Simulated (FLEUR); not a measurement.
Band structure of Ru (P6_3/mmc, 2 atoms in the cell).

```
Ru
1.0
    2.75576     0.00000     0.00000
   -1.37788     2.38656     0.00000
    0.00000     0.00000     4.34365
Ru
2
Direct
  0.33333   0.66667   0.25000
  0.66667   0.33333   0.75000
```

Method: PBE, all-electron FLAPW (FLEUR), scalar-relativistic valence in FLEUR.

Settings: Kmax = 4 1/bohr; GmaxXC = 20 1/bohr; xcFunctional = pbe; jspins = 1; l_soc = F; mode = hist; fermiSmearingEnergy = 0.00367493 Htr; mesh (inpgen div1-3) = 18 18 10; inpgen gamma flag = true; Gmax = 20 1/bohr; numbands = 0; maxIterBroyd = 99; imix = Anderson; alpha = 0.05.

The starting cell comes from a database of computed structures (which also holds hypothetical and non-ambient phases and stackings), without a prior relaxation at this level. Its lattice was rescaled by a random factor within 2.5 % of one. Spin polarisation is off. Values depend on the basis (sphere radii, cutoffs, local orbitals), which need not be converged.

Levels in eV from the Fermi level, bands 13 to 20:
| point | 13 | 14 | 15 | 16 | 17 | 18 | 19 | 20 |
|---|---|---|---|---|---|---|---|---|
| Γ | -2.20 | -1.76 | -1.76 | -1.31 | -1.31 | 1.10 | 1.10 | 1.28 |
| M | -1.91 | -1.72 | -1.40 | 1.29 | 1.68 | 1.78 | 3.79 | 5.76 |
| K | -2.64 | -2.64 | -0.98 | 0.95 | 0.95 | 1.36 | 6.66 | 6.84 |
| A | -2.57 | -2.57 | -2.53 | -2.53 | 0.50 | 0.50 | 0.50 | 0.50 |
| L | -0.99 | -0.99 | 0.42 | 0.42 | 1.53 | 1.53 | 3.21 | 3.21 |
| H | -2.54 | -2.54 | -1.08 | -1.08 | 1.13 | 1.13 | 7.99 | 7.99 |
